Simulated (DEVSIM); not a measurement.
Device: abrupt InP n-p junction, at 250 K.

```
layer (left to right)  material  thickness (μm)  Nd (cm⁻³)  Na (cm⁻³)  τn (s)  τp (s)
---------------------  --------  --------------  ---------  ---------  ------  ------
1                           InP           0.200     2.7e16          -  1.1e-8  1.1e-8
2                           InP           0.780          -     6.9e16  1.1e-8  1.1e-8
```

Left contact: ohmic. Right contact: ohmic. Voltage is applied to the left contact. Recombination: SRH at mid-gap, Auger. Mobility is constant in doping.

Constants are typed, rounded textbook-type inputs, not results; the design itself was drawn at random and stands for no fabricated device. Values at 300 K; Nc and Nv go as T^1.5, mobilities as T to minus their exponent, the gap by Varshni's rule with the affinity fixed.

```
parameter              InP
----------------  --------
gap (eV)             1.344
affinity (eV)         4.38
permittivity          12.5
Nc (cm⁻³)           5.7e17
Nv (cm⁻³)           1.1e19
μn (cm²/Vs)           5200
μp (cm²/Vs)            170
T exponent of μn         2
T exponent of μp         2
Cn (cm⁶/s)           9e-31
Cp (cm⁶/s)           9e-31
Varshni α (eV/K)  0.000363
Varshni β (K)          162
```

Simulated with DEVSIM: 1D drift-diffusion, Boltzmann statistics, complete ionisation; no tunnelling, impact ionisation, image-force lowering or self-heating.

The thickness of layer 2 was swept, all else fixed.

| thickness of layer 2 (μm) | dark forward voltage at 100 A/cm² (V) | dark forward voltage at 1 A/cm² (V) |
|---|---|---|
| 0.16 | 1.061 | 0.959 |
| 0.27 | 1.072 | 0.971 |
| 0.47 | … | … |
| 0.78 | 1.092 | 0.991 |
| 1.3 | 1.101 | 0.997 |
| 2.3 | 1.110 | 1.003 |
| 3.9 | 1.120 | 1.007 |

### Question
Complete the blanks.

### Answer

- 0.47, dark forward voltage at 100 A/cm² (V): 1.083
- 0.47, dark forward voltage at 1 A/cm² (V): 0.982
